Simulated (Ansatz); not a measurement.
Input:

End structure of a constructed model of the (110) surface of bcc W, p(2x2) layer of Sn, one a cell, on the site that continues the host's stacking (bottom of the slab: a bare face, its two planes held):

```yaml
crystal:
  lattice:
    - [5.51535, 0.00000, 0.00000]
    - [-1.83845, 5.19992, 0.00000]
    - [0.00000, 0.00000, 30.00000]
  atoms:
    - { symbol: W, position: [0.25000, 0.25000, 0.26745] }
    - { symbol: W, position: [0.25000, 0.75000, 0.26745] }
    - { symbol: W, position: [0.75000, 0.25000, 0.26745] }
    - { symbol: W, position: [0.75000, 0.75000, 0.26745] }
    - { symbol: W, position: [0.50000, 0.50000, 0.34250] }
    - { symbol: W, position: [0.50000, 0.00000, 0.34250] }
    - { symbol: W, position: [0.00000, 0.50000, 0.34250] }
    - { symbol: W, position: [0.00000, 0.00000, 0.34250] }
    - { symbol: W, position: [0.75000, 0.75000, 0.41763] }
    - { symbol: W, position: [0.75000, 0.25000, 0.41766] }
    - { symbol: W, position: [0.25000, 0.75000, 0.41766] }
    - { symbol: W, position: [0.25000, 0.25000, 0.41770] }
    - { symbol: W, position: [0.99974, 0.99974, 0.49253] }
    - { symbol: W, position: [0.99983, 0.50017, 0.49270] }
    - { symbol: W, position: [0.50017, 0.99983, 0.49270] }
    - { symbol: W, position: [0.50026, 0.50026, 0.49253] }
    - { symbol: W, position: [0.25000, 0.25000, 0.56726] }
    - { symbol: W, position: [0.25000, 0.75000, 0.56801] }
    - { symbol: W, position: [0.75000, 0.25000, 0.56801] }
    - { symbol: W, position: [0.75000, 0.75000, 0.56789] }
    - { symbol: W, position: [0.48948, 0.48948, 0.64023] }
    - { symbol: W, position: [0.50183, 0.99817, 0.64153] }
    - { symbol: W, position: [0.99817, 0.50183, 0.64153] }
    - { symbol: W, position: [0.01052, 0.01052, 0.64023] }
    - { symbol: Sn, position: [0.75000, 0.75000, 0.71503] }
```

Slab: 25 atoms, 14.0 Å thick at the start with caps and adatoms (thin: gaps and levels are the slab's own); k 7x7x1, smearing 0.1 eV, dipole-corrected; 8 atoms held, the rest relaxed; start symmetry kept, larger cells not searched; no spin, no spin-orbit, no U. It is one candidate, not shown to be the stable structure of the face.

Q: What work function of the top face does PBE in Ansatz (a quantum-chemistry and plane-wave program) give?

A: 4.65 eV
